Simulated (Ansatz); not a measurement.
The reference is Ag in the hcp (Mg type) structure (space group P6_3/mmc, No. 194; a = 2.8601 Å, c = 4.7119 Å; relaxed with 0.1 eV smearing). Axes: x lies along a and z along c of the hexagonal cell.

Computed with PBEsol/PAW in Ansatz (a program for electronic structure), without spin-orbit coupling, earlier PAW set.

Strains are applied to the cell and any free atomic positions relax.

One change was made to it. Results:

| quantity | base | after |
|---|---|---|
| energy relative to the base (free energy F) | 0 meV/atom | +8.7 meV/atom |
| shortest interatomic distance | 2.860 Å | 2.795 Å |

Question: Which of these changes matches the shifts?
A) uniaxial strain ε_yy = −3.03 %
B) isotropic strain −5.34 %
C) isotropic strain −0.53 %
D) isotropic strain −5.71 %
E) uniaxial strain ε_xx = −1.07 %

Answer: A, uniaxial strain ε_yy = −3.03 %. For comparison, the energy relative to the base in the other runs: uniaxial strain ε_xx = −1.07 % gives +1.0 meV/atom; isotropic strain −0.53 % gives +1.6 meV/atom; isotropic strain −5.34 % gives +0.204 eV/atom; isotropic strain −5.71 % gives +0.238 eV/atom.

Stability against distortions was not tested. This is not the structure that Ag has at room temperature and ambient pressure.
